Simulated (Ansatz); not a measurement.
We consider rock-salt NaH, described by r²SCANh (Ansatz, a program for electronic structure, plane waves, PAW).

Numerical settings: plane-wave cutoff 520 eV, 10×10×10 k mesh, Fermi–Dirac smearing 0.01 eV, scalar-relativistic PAW data made under PBE.

Response to compression and expansion:

```csv
V (Å³/atom),P (GPa),direct gap at Γ (eV),smallest gap on the k mesh (eV)
13.047,1.39,16.897,5.145
13.391,0.65,16.565,5.093
13.823,-0.16,16.165,5.030
14.077,-0.58,15.940,4.994
14.421,-1.09,15.646,4.948
```

The fundamental gap (5.03 eV at the equilibrium volume, with added k points) lies elsewhere than Γ–Γ.
